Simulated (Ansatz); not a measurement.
Converging shifted k-point meshes: LaC2 (Imm2, 3 atoms in the cell)

```
LaC2
1.0
   -2.00510     2.44235     2.72873
    2.00510    -2.44235     2.72873
    2.00510     2.44235    -2.72873
La C
1 2
Direct
  0.00916   0.00916   0.00000
  0.63322   0.50000   0.13322
  0.36678   0.50000   0.86678
```

Method of the run: PBEsol, default PAW files made with PBE (plane waves; Ansatz, a quantum-chemistry and plane-wave program).

Base settings: basis.ecutwfc = 30.9 Ry; kpoints.mp_grid.grid = 11 11 11; hamiltonian.xc = pbesol; hamiltonian.pseudopotentials = {kind: paw} (the program's default PAW files); scf.occupations.method = gaussian; scf.occupations.width = 0.0073 Ry.

In this ladder: kpoints.mp_grid.shift = 0.5 0.5 0.5.

Only quantities that move along the ladder and can be compared are tabulated.

The count of work is k-points × plane waves × bands × iterations; it is no time. Core times come from one kind of shared machine, to one figure; runs under 30 s give none.

The starting cell comes from a database of computed structures (which also holds hypothetical and non-ambient phases and stackings), without a prior relaxation at this level. Its lattice was rescaled by up to half a per cent. One atom was moved a little off its site on purpose. In the base run, with a pressure of about -4 GPa the cell is away from its equilibrium volume at this level. Ansatz's pressure includes its estimate of the finite-basis (Pulay) stress.

Steps (kpoints.mp_grid.grid): 2 2 2; 4 4 4; 6 6 6; 8 8 8; 10 10 10; 12 12 12; 15 15 15; 19 19 19; 23 23 23; 25 25 25.

Q: What is the coarsest kpoints.mp_grid.grid that holds the forces within 0.005 eV/Å of the last step, with all finer ones?

A: 15 15 15, at 0.23 of the last step's count of work and about 0.2 of the last step's time; the step before is off by 0.012 eV/Å.

Q: What is the coarsest kpoints.mp_grid.grid that holds the pressure within 0.05 GPa of the last step, with all finer ones?

A: 10 10 10, at 0.077 of the last step's count of work; the step before is off by 0.09 GPa.

Q: What is the coarsest kpoints.mp_grid.grid that holds the free energy within 5 meV/atom of the last step, with all finer ones?

A: 6 6 6, at 0.020 of the last step's count of work; the step before is off by 14 meV/atom.

| kpoints.mp_grid.grid | free energy less the last step's (meV/atom) | pressure (GPa) | largest difference of a force vector from the last step's (eV/Å) | count of work / last | core time / last (rough) |
|---|---|---|---|---|---|
| 2 2 2 | 240.26 | -0.85 | 0.339 | 0.0018 | – |
| 4 4 4 | -14.07 | -4.22 | 0.116 | 0.0066 | – |
| 6 6 6 | 2.48 | -4.11 | 0.054 | 0.020 | – |
| 8 8 8 | 3.12 | -3.99 | 0.034 | 0.043 | – |
| 10 10 10 | -1.65 | -4.11 | 0.001 | 0.077 | – |
| 12 12 12 | 0.54 | -4.08 | 0.012 | 0.13 | – |
| 15 15 15 | 0.37 | -4.07 | 0.005 | 0.23 | 0.2 |
| 19 19 19 | 0.01 | -4.08 | 0.003 | 0.46 | 0.6 |
| 23 23 23 | -0.12 | -4.09 | 0.000 | 0.79 | 1 |
| 25 25 25 | 0.00 | -4.08 | 0.000 | 1.0 | 1 |

Keys are those of Ansatz 0.2.
